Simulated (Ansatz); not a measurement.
Effect of uniaxial strain ε_xx = +0.50 % on Zn

Start from Zn in the hcp (Mg type) structure (space group P6_3/mmc, No. 194; a = 2.6129 Å, c = 4.7815 Å; relaxed with 0.1 eV smearing). Axes: x lies along a and z along c of the hexagonal cell.

Perturbation: the cell is stretched by 0.50 % along x with no lateral relaxation; the atoms relax in the strained cell.

Level of theory: DFT with PBEsol, PAW potentials and a 420 eV plane-wave cutoff in Ansatz (an electronic-structure program), scalar-relativistic without spin-orbit coupling. k-mesh 25×25×13 (Γ-centred); smearing 0.1 eV (Fermi–Dirac).

The volume per atom grows by 0.07 Å³ (14.14 Å³ → 14.21 Å³) and the shortest interatomic distance grows by 0.003 Å, from 2.613 Å to 2.616 Å. The energy is nearly the same and the pressure (mean of the normal stresses, compression positive) goes from zero to -0.5 GPa. The band gap is still zero and the stress (xx, yy, zz, yz, xz, xy; compression positive) comes out as (-1.0, -0.2, -0.3, 0.0, 0.0, 0.0) GPa.

Final structure:

```xyz
2
Lattice="2.6260 0.0000 0.0000 -1.3130 2.2629 0.0000 0.0000 0.0000 4.7815" Properties=species:S:1:pos:R:3 pbc="T T T"
Zn     1.3130     0.7543     3.5861
Zn     0.0000     1.5086     1.1954
```

Stability against distortions was not tested.
